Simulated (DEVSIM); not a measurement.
Structure: abrupt Ge p-n junction, at 300 K.

```csv
layer (left to right),material,thickness (μm),Nd (cm⁻³),Na (cm⁻³),τn (s),τp (s)
1,Ge,4.90,-,1.3e17,0.00076,0.00076
2,Ge,0.400,2.2e15,-,0.00076,0.00076
```

Left contact: ohmic. Right contact: ohmic. Voltage is applied to the left contact. Recombination: SRH at mid-gap. Mobility is μmin + (μ − μmin)/(1 + (N/Nref)^α).

Constants are typed, rounded textbook-type inputs, not results; the design itself was drawn at random and stands for no fabricated device. Values at 300 K.

| parameter | Ge |
|---|---|
| gap (eV) | 0.664 |
| affinity (eV) | 4 |
| permittivity | 16 |
| Nc (cm⁻³) | 1.04e19 |
| Nv (cm⁻³) | 6e18 |
| μn (cm²/Vs) | 3900 |
| μp (cm²/Vs) | 1900 |
| μn,min | 150 |
| μp,min | 100 |
| Nref,n | 2.6e17 |
| Nref,p | 4e17 |
| αn | 0.56 |
| αp | 0.6 |

Simulated with DEVSIM: 1D drift-diffusion, Boltzmann statistics, complete ionisation; no tunnelling, impact ionisation, image-force lowering or self-heating.

### Question
Tabulate band edges, carrier densities and field at zero bias.

### Answer
Energies count from the Fermi level of the right contact; mesh points crowd at the junctions.

```json
[
 {"x (μm)": "0.000", "Ec (eV)": "0.565", "Ev (eV)": "-0.099", "n (cm⁻³)": "3.4e9", "p (cm⁻³)": "1.3e17", "field (V/cm)": "≈ 0"},
 {"x (μm)": "0.02021", "Ec (eV)": "0.565", "Ev (eV)": "-0.099", "n (cm⁻³)": "3.4e9", "p (cm⁻³)": "1.3e17", "field (V/cm)": "≈ 0"},
 {"x (μm)": "0.05726", "Ec (eV)": "0.565", "Ev (eV)": "-0.099", "n (cm⁻³)": "3.4e9", "p (cm⁻³)": "1.3e17", "field (V/cm)": "≈ 0"},
 {"x (μm)": "0.1314", "Ec (eV)": "0.565", "Ev (eV)": "-0.099", "n (cm⁻³)": "3.4e9", "p (cm⁻³)": "1.3e17", "field (V/cm)": "≈ 0"},
 {"x (μm)": "0.3249", "Ec (eV)": "0.565", "Ev (eV)": "-0.099", "n (cm⁻³)": "3.4e9", "p (cm⁻³)": "1.3e17", "field (V/cm)": "≈ 0"},
 {"x (μm)": "0.6160", "Ec (eV)": "0.565", "Ev (eV)": "-0.099", "n (cm⁻³)": "3.4e9", "p (cm⁻³)": "1.3e17", "field (V/cm)": "≈ 0"},
 {"x (μm)": "1.150", "Ec (eV)": "0.565", "Ev (eV)": "-0.099", "n (cm⁻³)": "3.4e9", "p (cm⁻³)": "1.3e17", "field (V/cm)": "≈ 0"},
 {"x (μm)": "2.642", "Ec (eV)": "0.565", "Ev (eV)": "-0.099", "n (cm⁻³)": "3.4e9", "p (cm⁻³)": "1.3e17", "field (V/cm)": "≈ 0"},
 {"x (μm)": "3.679", "Ec (eV)": "0.565", "Ev (eV)": "-0.099", "n (cm⁻³)": "3.4e9", "p (cm⁻³)": "1.3e17", "field (V/cm)": "≈ 0"},
 {"x (μm)": "4.245", "Ec (eV)": "0.565", "Ev (eV)": "-0.099", "n (cm⁻³)": "3.4e9", "p (cm⁻³)": "1.3e17", "field (V/cm)": "≈ 0"},
 {"x (μm)": "4.554", "Ec (eV)": "0.565", "Ev (eV)": "-0.099", "n (cm⁻³)": "3.4e9", "p (cm⁻³)": "1.3e17", "field (V/cm)": "≈ 0"},
 {"x (μm)": "4.766", "Ec (eV)": "0.565", "Ev (eV)": "-0.099", "n (cm⁻³)": "3.4e9", "p (cm⁻³)": "1.3e17", "field (V/cm)": "≈ 0"},
 {"x (μm)": "4.838", "Ec (eV)": "0.565", "Ev (eV)": "-0.099", "n (cm⁻³)": "3.4e9", "p (cm⁻³)": "1.3e17", "field (V/cm)": "-270"},
 {"x (μm)": "4.877", "Ec (eV)": "0.558", "Ev (eV)": "-0.106", "n (cm⁻³)": "4.3e9", "p (cm⁻³)": "1.0e17", "field (V/cm)": "-4800"},
 {"x (μm)": "4.903", "Ec (eV)": "0.527", "Ev (eV)": "-0.137", "n (cm⁻³)": "1.4e10", "p (cm⁻³)": "3.0e16", "field (V/cm)": "-18000"},
 {"x (μm)": "4.927", "Ec (eV)": "0.491", "Ev (eV)": "-0.173", "n (cm⁻³)": "5.8e10", "p (cm⁻³)": "7.5e15", "field (V/cm)": "-13000"},
 {"x (μm)": "4.965", "Ec (eV)": "0.445", "Ev (eV)": "-0.219", "n (cm⁻³)": "3.5e11", "p (cm⁻³)": "1.2e15", "field (V/cm)": "-11000"},
 {"x (μm)": "5.031", "Ec (eV)": "0.379", "Ev (eV)": "-0.285", "n (cm⁻³)": "4.5e12", "p (cm⁻³)": "9.8e13", "field (V/cm)": "-9100"},
 {"x (μm)": "5.163", "Ec (eV)": "0.282", "Ev (eV)": "-0.382", "n (cm⁻³)": "1.9e14", "p (cm⁻³)": "2.3e12", "field (V/cm)": "-5800"},
 {"x (μm)": "5.231", "Ec (eV)": "0.247", "Ev (eV)": "-0.417", "n (cm⁻³)": "7.5e14", "p (cm⁻³)": "5.8e11", "field (V/cm)": "-4500"},
 {"x (μm)": "5.273", "Ec (eV)": "0.229", "Ev (eV)": "-0.435", "n (cm⁻³)": "1.5e15", "p (cm⁻³)": "3.0e11", "field (V/cm)": "-3900"},
 {"x (μm)": "5.300", "Ec (eV)": "0.219", "Ev (eV)": "-0.445", "n (cm⁻³)": "2.2e15", "p (cm⁻³)": "2.0e11", "field (V/cm)": "-3800"}
]
```
